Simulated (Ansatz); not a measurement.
Start from SiO2 (space group P3_221, No. 154; a = 4.949 Å, c = 5.441 Å). Axes: x lies along a and z along c of the hexagonal cell.

Level of theory: PBEsol (Ansatz, a quantum-chemistry and plane-wave program; PAW; 420 eV plane waves; no spin-orbit coupling).

Base values:

The smallest direct gap comes out as 6.03 eV and the electron mass is 0.50 mₑ (at Γ).

It is then changed as follows: the cell is compressed by 0.75 % along z with no lateral relaxation, atoms relaxed at fixed cell.

Problem. How does this affect the smallest direct gap and electron mass?

Solution. The smallest direct gap goes up by 0.014 eV (6.03 eV → 6.05 eV); the electron mass becomes 0.49 mₑ (at Γ) (base: 0.50 mₑ (at Γ)).

The cells carry an imposed strain or load. Masses are band curvatures over ±0.01 Å⁻¹ around the edge. No phonon test of stability was made.
